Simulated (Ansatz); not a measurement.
An Ansatz (a program for electronic structure) input (r2SCAN (Ansatz; PAW; 500 eV plane waves; no spin-orbit coupling)):

Ansatz 0.2 input:
```yaml
crystal:
  lattice:
    - [2.7636265762, 0, 0]
    - [1.3818132881, 2.3933708216, 0]
    - [0, 0, 17.2564916504]
  atoms:
    - { symbol: Pd, position: [0.3333333333, -0.1666666667, 0.4346190496] }
    - { symbol: Pd, position: [1, -0.5, 0.5653809504] }
basis: { ecutwfc: 500, ecutrho_ratio: 4, xc_grid: 4, fft_grid_basis: typed }
kpoints: { mp_grid: { grid: [19, 19, 1] } }
hamiltonian:
  xc: r2scan
  dispersion: none
  pseudopotentials: { kind: paw }
scf: { occupations: { method: fermi_dirac, width: 0.05 }, convergence: { dr2_threshold: 0.0000000002 } }
relax: { f_tol: 0.01, max_steps: 50 }
output: { forces: true, stress: true }
checkpoint: { write: state.ck, write_every: 1000 }
```

**Question.** Which symmetry and how many k-points will the program report, and about how many plane waves at Γ?

**Answer.** Space group P-3m1 (ITA 164) with 12 operations, k-points 40 of 361, and 2823 plane waves at Γ.

No phonon test of stability was made. All final runs are without spin polarisation. The cell was made from Pd in the fcc (Cu type) structure (space group Fm-3m, No. 225) by this change: a free-standing slab of 2 layers (2 atoms, 1 a layer) is cut normal to [111], with 15 Å of vacuum and the in-plane cell held at bulk. Pd has a high density of states at the Fermi level and may be magnetic at this level.
